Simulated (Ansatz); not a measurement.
The starting structures come from a database of crystals and need not be the phases stable at ambient conditions.

 Where the default PAW files enter, the runs use the earlier of Ansatz's two default sets.

Crystal: BaZnBO$_{3}$F (P-6, not sure to be the ambient phase, 7 atoms a cell, 14.2 Å³ an atom, -5 GPa at this level); planes in its conventional cell.

Method: PBEsol (plane waves, PAW; Ansatz, a first-principles code).

No gap correction and no spin-orbit coupling; mid-gap values are interpolated between computed energies.

```csv
plane,area of the cell (Å²),mid-gap κ (1/Å),largest κ in the gap (1/Å)
(001),22.8,0.41,0.45
(100),22.4,___,___
(110),38.8,___,___
```

Task: The slowest decay depends on the direction. Supply the withheld values.

Result: 
- (100), mid-gap κ (1/Å): 0.35
- (100), largest κ in the gap (1/Å): 0.36
- (110), mid-gap κ (1/Å): 0.35
- (110), largest κ in the gap (1/Å): 0.36
